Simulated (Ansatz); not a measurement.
A self-consistent single point of LaCu₂ (P6mm, 3 atoms in the cell) with Ansatz (a program for electronic structure).

Level of theory: PBEsol, default PAW files made with PBE (plane waves; Ansatz).

The change in words: lattice scaled by 0.98; basis.ecutwfc: 420 eV → 460 eV. Reference geometry:
```yaml
crystal:
  lattice:
    - [4.31319, 0.00000, 0.00000]
    - [-2.15659, 3.73533, 0.00000]
    - [0.00000, 0.00000, 3.86251]
  atoms:
    - { symbol: La, position: [0.00000, 0.00000, 0.01294] }
    - { symbol: Cu, position: [0.33333, 0.66667, 0.50000] }
    - { symbol: Cu, position: [0.66667, 0.33333, 0.50000] }
```

Reference input (self-consistent single point, DFT, PBEsol, plane waves, default PAW files made with PBE): basis.ecutwfc = 420 eV; kpoints.mp_grid.grid = 9 9 9; hamiltonian.xc = pbesol; hamiltonian.pseudopotentials = {kind: paw} (the program's default PAW files); scf.occupations.method = fermi_dirac; scf.occupations.width = 0.1 eV. This run's input differs from it in these lines:

Ansatz 0.2 input:
```diff
@@ -2,5 +2,5 @@
   lattice:
-    - [4.313191, 0.000000, 0.000000]
-    - [-2.156595, 3.735332, 0.000000]
-    - [0.000000, 0.000000, 3.862513]
+    - [4.226927, 0.000000, 0.000000]
+    - [-2.113463, 3.660625, 0.000000]
+    - [0.000000, 0.000000, 3.785263]
   atoms:
@@ -10,3 +10,3 @@
 basis:
-  ecutwfc: 420.0 eV
+  ecutwfc: 460.0 eV
 kpoints:
```

Log, with long lists cut:

```
SCF iter   1: F=—  HF=-19339.357950 eV  |F-HF|=—  |Δ(HF+E_count)|=         —  Δρ=1.69e-2  dr2=1.08e-1  ethr=1.77e-3  ⟨swp⟩=4.8  Hψ=6068  notcnv=0
all-band conjugate gradients solve this SCF's bands
preconditioner: auto → Kerker (q_TF=auto, 2.648 Å⁻¹)
SCF iter   2: F=—  HF=-19339.341322 eV  |F-HF|=—  |Δ(HF+E_count)|=   1.66e-2  Δρ=2.03e-3  dr2=1.44e-3  ethr=2.21e-4  ⟨swp⟩=2.0  Hψ=3664  notcnv=0
SCF iter   3: F=—  HF=-19339.339747 eV  |F-HF|=—  |Δ(HF+E_count)|=   1.58e-3  Δρ=1.78e-3  dr2=2.01e-3  ethr=2.93e-6  ⟨swp⟩=2.0  Hψ=3264  notcnv=0
SCF iter   4: F=—  HF=-19339.339323 eV  |F-HF|=—  |Δ(HF+E_count)|=   4.24e-4  Δρ=4.71e-4  dr2=2.18e-4  ethr=2.93e-6  ⟨swp⟩=2.0  Hψ=2302  notcnv=0
SCF iter   5: F=—  HF=-19339.339301 eV  |F-HF|=—  |Δ(HF+E_count)|=   2.15e-5  Δρ=1.60e-4  dr2=1.51e-5  ethr=4.45e-7  ⟨swp⟩=2.3  Hψ=2826  notcnv=0
SCF iter   6: F=—  HF=-19339.339318 eV  |F-HF|=—  |Δ(HF+E_count)|=   1.66e-5  Δρ=2.35e-5  dr2=5.24e-7  ethr=3.09e-8  ⟨swp⟩=2.1  Hψ=2852  notcnv=0
SCF iter   7: F=-19339.339318 eV  HF=-19339.339318 eV  |F-HF|=1.07e-9  |Δ(HF+E_count)|=   7.90e-8  Δρ=4.67e-6  dr2=9.61e-9  ethr=2.04e-10  ⟨swp⟩=6.3  Hψ=8251  notcnv=0
SCF 1 converged in 7 iterations: F = -19339.339318 eV  dr2 = 9.61e-9
Free energy (F): -19339.339318 eV
Internal energy: -19339.278533 eV  (E = F + TS)
E sigma→0 (E₀):  -19339.308925 eV
Entropy (-TS):   -0.060785 eV (-20.262 meV/atom)
Fermi energy:    13.724301 eV
--- Forces (eV/Å), atoms counted from 1 ---
  atom   1  La    -0.00000000     0.00000000    -0.22206629
  atom   2  Cu     0.00000000    -0.00000000     0.11101719
  atom   3  Cu     0.00000000     0.00000000     0.11101719
--- Stress (GPa, compression-positive) ---
        1.854073       0.000000       0.000000
        0.000000       1.854073       0.000000
        0.000000      -0.000000       0.764517
  P = ⅓ Tr σ = 1.4909 GPa (14.909 kbar)
  The stress holds the Pulay correction. Without it, at fixed plane waves, as pw.x and ABINIT print it: P = 1.4442 GPa
```

The run converged in 7 iterations. Against the reference run the free energy drops by 7.6 meV/atom, the pressure goes from -3.06 to 1.49 GPa and the largest force goes from 0.175 to 0.222 eV/Å.

The starting cell comes from a database of computed structures (which also holds hypothetical and non-ambient phases and stackings), without a prior relaxation at this level. Its lattice was rescaled by up to half a per cent. One atom was moved a little off its site on purpose. For this run, on top of that: lattice scaled by 0.98. Spin polarisation is off. Ansatz's pressure includes its estimate of the finite-basis (Pulay) stress.
